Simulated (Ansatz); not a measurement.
A. fcc (Cu type) Ca
B. Ge (diamond, Fd-3m)
C. Mo (bcc (W type), Im-3m)
D. Mg2Si (Fm-3m, relaxed from the fluorite type)

Rank these crystals by Grüneisen parameter at 300 K, lowest first, as quasi-harmonic approximation on Ansatz (a quantum-chemistry and plane-wave program), PBEsol functional, plane-wave PAW gives it.

B (0.79), A (1.06), D (1.37), C (1.69)

 Spin-orbit coupling is not included. The runs of Ca (PBEsol), Mg2Si (PBEsol), Mo (PBEsol) noted for some cells that some bands missed the eigensolver's tolerance; how far this moves their values was not measured.

No phase change or melting is allowed for: the numbers belong to this structure as given.
